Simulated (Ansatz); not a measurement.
## Short convergence ladders for Sr₂Mg (I4mm, 3 atoms in the cell)

```xyz
3
Lattice="-2.1288 2.1288 7.2837 2.1288 -2.1288 7.2837 2.1288 2.1288 -7.2837" Properties=species:S:1:pos:R:3 pbc="T T T"
Sr     0.0000     0.0000     5.2656
Sr     0.0000     0.0000     9.3519
Mg     0.0000     0.0000     0.0000
```

Base method: PBEsol, default PAW files made with PBE (plane waves; Ansatz, a program for electronic structure).

Base settings: basis.ecutwfc = 420 eV; kpoints.mp_grid.grid = 9 9 9; hamiltonian.xc = pbesol; hamiltonian.pseudopotentials = {kind: paw} (the program's default PAW files); scf.occupations.method = gaussian; scf.occupations.width = 0.1 eV.

The count of work is k-points × plane waves × bands × iterations; it is no time. Core times come from one kind of shared machine, to one figure; runs under 30 s give none.

**Shifted k-point meshes**

In this ladder: kpoints.mp_grid.shift = 0.5 0.5 0.5.

Only quantities that move along the ladder and can be compared are tabulated.

| kpoints.mp_grid.grid | free energy less the last step's (meV/atom) | pressure (GPa) | largest difference of a force vector from the last step's (eV/Å) | count of work / last | core time / last (rough) |
|---|---|---|---|---|---|
| 2 2 2 | -95.59 | -2.12 | 0.153 | 0.0026 | – |
| 4 4 4 | 29.86 | -1.06 | 0.105 | 0.0097 | – |
| 6 6 6 | -4.01 | -1.04 | 0.010 | 0.021 | – |
| 8 8 8 | -0.03 | -1.05 | 0.007 | 0.042 | – |
| 10 10 10 | 0.20 | -1.03 | 0.009 | 0.075 | – |
| 13 13 13 | -0.16 | -1.05 | 0.002 | 0.15 | 0.2 |
| 16 16 16 | 0.25 | -1.05 | 0.001 | 0.26 | 0.3 |
| 19 19 19 | 0.08 | -1.05 | 0.001 | 0.42 | 0.4 |
| 26 26 26 | 0.00 | -1.05 | 0.000 | 1.0 | 1 |

Coarsest kpoints.mp_grid.grid that holds the free energy within 1 meV/atom of the last step, with all finer ones: 8 8 8, at 0.042 of the last step's count of work; the step before is off by 4.0 meV/atom.

Coarsest kpoints.mp_grid.grid that holds the pressure within 1 GPa of the last step, with all finer ones: 4 4 4, at 0.0097 of the last step's count of work; the step before is off by 1.1 GPa.

**The width of Fermi-Dirac smearing**

In this ladder: kpoints.mp_grid.grid = 15 15 15; scf.occupations.method = fermi_dirac.

Narrow widths need finer meshes than wide ones, so the last steps can hold mesh noise.

Only quantities that move along the ladder and can be compared are tabulated; pressure and forces are left out, as mesh noise rules them at narrow widths.

```tsv
scf.occupations.width	free energy less the last step's (meV/atom)	energy extrapolated to zero width less the last step's (meV/atom)
1 eV	-1449.17	-127.40
0.5 eV	-393.73	-19.73
0.3 eV	-145.14	-4.86
0.2 eV	-63.55	-1.25
0.1 eV	-12.86	0.10
0.05 eV	0.00	0.00
```

Widest scf.occupations.width that holds the energy extrapolated to zero width within 0.5 meV/atom of the last step, with all finer ones: 0.1 eV; the step before is off by 1.2 meV/atom.

Widest scf.occupations.width that holds the free energy within 5 meV/atom: not settled: the last two steps still differ by 13 meV/atom, over half the tolerance, so the ladder does not show it.

The extrapolation to zero width removes most of the smearing's effect on the energy.

**The width of cold smearing**

In this ladder: kpoints.mp_grid.grid = 15 15 15; scf.occupations.method = cold.

Narrow widths need finer meshes than wide ones, so the last steps can hold mesh noise.

Only quantities that move along the ladder and can be compared are tabulated; pressure and forces are left out, as mesh noise rules them at narrow widths.

| scf.occupations.width | free energy less the last step's (meV/atom) |
|---|---|
| 1 eV | -43.85 |
| 0.5 eV | -4.61 |
| 0.3 eV | 0.06 |
| 0.2 eV | 0.33 |
| 0.1 eV | 0.13 |
| 0.05 eV | 0.00 |

Widest scf.occupations.width that holds the free energy within 1 meV/atom of the last step, with all finer ones: 0.3 eV; the step before is off by 4.6 meV/atom.

On the base run: the starting cell comes from a database of computed structures (which also holds hypothetical and non-ambient phases and stackings), without a prior relaxation at this level. Its lattice was rescaled by up to half a per cent. One atom was moved a little off its site on purpose. Ansatz's pressure includes its estimate of the finite-basis (Pulay) stress.

Left out of this page: 4 runs of the series outside the window shown, repeating another row's setting, or not comparable.

Keys are those of Ansatz 0.2.
